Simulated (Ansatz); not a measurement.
Here is the system:

```yaml
crystal:
  lattice:
    - [0.00000, 2.20173, 2.20173]
    - [2.20173, 0.00000, 2.20173]
    - [2.20173, 2.20173, 0.00000]
  atoms:
    - { symbol: N, position: [0.75000, 0.75000, 0.75000] }
    - { symbol: Ga, position: [0.00000, 0.00000, 0.00000] }
```

No spin polarisation.

All numbers come from Ansatz (an electronic-structure program), r2SCAN, PAW, cutoff 500 eV, scalar-relativistic without spin-orbit coupling. Settings: 13×13×13 k-points, 0.05 eV Fermi–Dirac smearing.

### Question
Predict the band gap, space group, electron mass and pressure.

### Answer
The band gap is 2.60 eV. The space group comes out as F-43m (No. 216) and the electron mass is 0.20 mₑ (at Γ). The pressure comes out as 14.35 GPa.

The cells carry an imposed strain or load. Masses are band curvatures over ±0.01 Å⁻¹ around the edge. No phonon test of stability was made. The cell was made from GaN in the zinc blende structure (space group F-43m, No. 216) by this change: isotropic strain −2.10 %. This is not the structure that GaN has at room temperature and ambient pressure.
